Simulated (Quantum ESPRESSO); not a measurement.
Worked example: self-consistent single point of Cd3Bi (I4/mmm, 4 atoms in the cell) in Quantum ESPRESSO.

Level of theory: PBEsol, SSSP 1.1.2 efficiency (PBE) pseudopotentials (plane waves; Quantum ESPRESSO).

```yaml
crystal:
  lattice:
    - [-2.31278, 2.31278, 4.67943]
    - [2.31278, -2.31278, 4.67943]
    - [2.31278, 2.31278, -4.67943]
  atoms:
    - { symbol: Cd, position: [0.75000, 0.25000, 0.50000] }
    - { symbol: Cd, position: [0.25000, 0.75000, 0.50000] }
    - { symbol: Cd, position: [0.50000, 0.50000, 0.00000] }
    - { symbol: Bi, position: [0.00000, 0.00000, 0.00000] }
```

Reference input (self-consistent single point, DFT, PBEsol, plane waves, SSSP 1.1.2 efficiency (PBE) pseudopotentials): ecutwfc = 45 Ry; ecutrho = 360 Ry; occupations = smearing; smearing = fd; degauss = 0.0073499 Ry; input_dft = pbesol; potentials = {Cd: Cd.pbe-dn-rrkjus_psl.0.3.1.UPF, Bi: Bi_pbe_v1.uspp.F.UPF}; K_POINTS = automatic 7 7 7 0 0 0; conv_thr = 1e-10 Ry; mixing_beta = 0.4. This run's input differs from it in these lines:

```diff
@@ -13,3 +13,3 @@
  ecutwfc = 45,
- ecutrho = 360,
+ ecutrho = 135,
  occupations = 'smearing',
```

The program printed (abridged):

```
     Self-consistent Calculation

     iteration #  1     ecut=    45.00 Ry     beta= 0.40

     Threshold (ethr) on eigenvalues was too large:
     Diagonalizing with lowered threshold

     negative rho (up, down):  4.603E-02 0.000E+00

     total energy              =    -550.39288220 Ry
     estimated scf accuracy    <       0.18519860 Ry

     iteration #  2     ecut=    45.00 Ry     beta= 0.40

     negative rho (up, down):  4.625E-02 0.000E+00

     total energy              =    -550.42204868 Ry
     estimated scf accuracy    <       0.01212435 Ry

     iteration #  3     ecut=    45.00 Ry     beta= 0.40

     negative rho (up, down):  4.673E-02 0.000E+00

     total energy              =    -550.42404842 Ry
     estimated scf accuracy    <       0.00206397 Ry

   [... 6 blocks of this kind left out ...]

     iteration # 10     ecut=    45.00 Ry     beta= 0.40

     negative rho (up, down):  4.704E-02 0.000E+00

     total energy              =    -550.42445196 Ry
     estimated scf accuracy    <          9.6E-10 Ry

     iteration # 11     ecut=    45.00 Ry     beta= 0.40

     negative rho (up, down):  4.705E-02 0.000E+00
     End of self-consistent calculation

     the Fermi energy is    10.5349 ev

!    total energy              =    -550.42445196 Ry
     estimated scf accuracy    <          6.0E-11 Ry
     smearing contrib. (-TS)   =      -0.00473697 Ry
     internal energy E=F+TS    =    -550.41971498 Ry

     convergence has been achieved in  11 iterations

     negative rho (up, down):  4.705E-02 0.000E+00

     Forces acting on atoms (cartesian axes, Ry/au):

     atom    1 type  1   force =    -0.00000000   -0.00000000    0.00000000
   [... zero for the other atoms too ...]

     Total force =     0.000000     Total SCF correction =     0.000000

     negative rho (up, down):  4.705E-02 0.000E+00
          total   stress  (Ry/bohr**3)                   (kbar)     P=      -33.09
  -0.00023214  -0.00000000  -0.00000000          -34.15       -0.00       -0.00
  -0.00000000  -0.00023214  -0.00000000           -0.00      -34.15       -0.00
  -0.00000000  -0.00000000  -0.00021051           -0.00       -0.00      -30.97

   JOB DONE.
```

The run converged in 11 iterations. Against the reference run the free energy goes down by 1.4 meV/atom and the pressure hardly changes (-3.33 to -3.31 GPa).

The starting cell comes from a database of computed structures (which also holds hypothetical and non-ambient phases and stackings), without a prior relaxation at this level.

Cost on one core of a shared machine: roughly 70 s.
